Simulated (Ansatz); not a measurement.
Consider this model of amorphous Si₁₆O₂₄C₁₆H₄₀.

```xyz
96
Lattice="11.5370 0.0478 -0.1736 0.0478 11.3217 0.0153 -0.1736 0.0153 11.2944" Properties=species:S:1:pos:R:3 pbc="T T T"
Si     3.5107     2.8109     0.9921
Si     1.8240     1.3415     0.5841
Si     4.8878     8.4356     3.1948
Si     2.9695    10.6324     4.5486
Si     8.0249     0.0898    10.5118
Si     7.5169     5.3864     8.3378
Si     8.7486     2.2935     8.8558
Si     8.6414     3.1509     0.5651
Si    10.1137     4.8537     9.9053
Si     9.4822     9.4644     4.1047
Si     5.6645     9.7897     5.7049
Si     8.5178     5.0774     2.9122
Si     8.2405     8.8603     6.8253
Si     4.9270     7.7090     0.3072
Si     7.0886     2.6382     4.3343
Si     9.5479     4.5910     6.9395
O      3.3891     9.3774     7.2951
O      3.3265     8.3184     5.2502
O      9.2410    10.8328     3.2288
O      1.7824     0.5035    10.4380
O      6.0797    11.3434     5.9108
O      8.4778     1.8601     4.7267
O      1.1324     0.2944     1.6328
O      5.1655     8.4989    10.2263
O      8.9221     7.3507     6.7638
O      8.4346     7.7073     0.1015
O      2.3306     0.1008     7.3774
O      5.9186     5.3154     8.5918
O      5.8978     9.3791     4.1144
O      8.9533     9.7227     5.6249
O      8.7828     1.7915     1.4868
O      6.6163     8.7721     6.6139
O      5.1212     8.7332     1.5909
O     11.1338     9.2135     4.1418
O      7.4338     4.1382     3.6897
O      9.1382     4.3716     1.5543
O      8.2472     3.8282     7.9111
O      6.3744     0.8267     8.4201
O      1.4202    11.2074     4.3679
O      3.3423     7.2537     0.1563
C      8.4984     5.8403     9.8053
C      9.5879     3.0970    10.3456
C      7.2463     1.2236     9.2438
C      3.1910     8.8559     3.8560
C      1.0075     3.1238     7.8191
C      0.7189     4.3661     8.2217
C      1.8272    10.4810    10.3161
C      3.7686     9.5361     5.9488
C      9.3098    10.7838     1.7717
C      2.6170    10.3463     7.9096
C      8.3299     6.0623     6.7608
C      3.7755     3.6488    10.6224
C      8.3462     6.8450    10.6305
C      2.1858     9.8122     9.2031
C     10.8943     5.0433     8.1600
C      8.3314     0.4807     1.1288
H      8.7558     1.1221     4.1438
H      2.0306     2.7527     7.8033
H      4.6662     4.2753    10.7684
H      1.5424     5.0203     8.5260
H      8.8326     8.2971     3.4667
H      1.5496     9.9161    11.2102
H      7.2241     3.3837     0.1650
H      5.7373     6.4826     0.5333
H      9.7126     1.8886     7.7878
H      2.8101     3.8577     1.8394
H      7.6797     5.8990     5.8829
H      0.2461     2.4130     7.4952
H     10.4946     2.5256    10.6110
H      3.9731     5.8725     6.3391
H      4.0429     2.8795     9.8864
H     11.4363     8.4393     4.6425
H      7.3005    10.1146    10.5139
H     11.0205     5.4577    10.9211
H      3.9583     5.1214     6.4247
H      3.7753     0.4201     4.0309
H      5.7412     9.2828    10.2900
H     10.3469    10.9898     1.4723
H     10.9849     6.1424     8.0756
H      0.7132    10.5182     4.4436
H      8.5882     9.4934     8.1132
H      6.1777     0.3900     6.8134
H      6.3553     2.9598     5.5880
H      6.2560     1.9034     3.3448
H      3.1585     6.3309     0.3893
H      9.6826     5.3850     3.7966
H      9.0282     9.7759     1.4284
H      2.9798     4.2743    10.2013
H      5.3070     5.4001     7.8385
H      7.3142     0.3398     1.5385
H      5.1965     6.9976     3.4542
H      2.2446     8.7311     9.3110
H      9.8814     3.6902     5.8137
H      1.1985     0.3654     2.6206
H      2.3372     8.3736     3.3609
H      7.8121     6.3244     2.5231
```

The numbers are results of PBE, scalar-relativistic without spin-orbit coupling (plane waves to 420 eV, PAW; Ansatz, an electronic-structure program), not measurements.

Preparation: random packing, a CHGNet melt and quench, and a DFT relaxation. O atoms were pushed apart under 1.9 Å during the dynamics, to hinder bonds among them. The hot cell started wider than the set density and was brought back towards it in steps. It is the lowest in DFT energy of 2 quenches. It is a model cell: composition and starting density were chosen by hand, and all elements were melted together. No dispersion term was used. Its density started from a set value of 1.20 and ended at 1.20 g/cm³. The quench (nominally 500 K/ps over its main leg) was far faster than any real one, so the model tends to hold more defects than a real film. Values belong to this one cell and scatter from quench to quench. The volume was held where the preparation left it and the shape relaxed, at a PBE pressure of 0.2 GPa.

Bonds are counted up to Si-Si 2.60 Å, Si-O 2.04 Å, Si-C 2.19 Å, Si-H 1.72 Å, O-O 1.58 Å, O-C 1.70 Å, O-H 1.22 Å, C-C 1.78 Å, C-H 1.32 Å, H-H 0.90 Å. Two cations that share two anions don't count as bonded, nor two that share one unless they lie closer than Si-Si 2.38 Å, Si-C 2.00 Å, C-C 1.63 Å.

### Question
Give the coordination numbers, mean bond lengths and angles.

### Answer

```
Item                                                   Result
-----------------------  ------------------------------------
Mean coordination of Si            3.81 (3 with 3, 13 with 4)
Mean coordination of O   1.92 (3 with 1, 20 with 2, 1 with 3)
Mean coordination of C    3.44 (1 with 2, 7 with 3, 8 with 4)
Mean coordination of H                       1.00 (40 with 1)
Mean Si-O bond           1.667 Å (spread 0.055 Å, 27 counted)
Mean Si-C bond           1.899 Å (spread 0.032 Å, 17 counted)
Mean Si-H bond           1.491 Å (spread 0.010 Å, 15 counted)
Mean C-H bond            1.098 Å (spread 0.006 Å, 15 counted)
Bond angle at Si                     mean 109.4°, spread 8.0°
Bond angle at O                     mean 122.3°, spread 11.4°
Bond angle at C                     mean 113.2°, spread 11.6°
```

### Question
List the pairs of like atoms that count as bonded by the rules above.

### Answer
Si1-Si2 (2.27 Å), C41-C53 (1.31 Å), C45-C46 (1.34 Å), C46-C55 (1.50 Å), C47-C54 (1.35 Å), C49-C56 (1.52 Å), C50-C54 (1.46 Å), H70-H75 (0.76 Å).

The cell holds free molecules (1 H2).
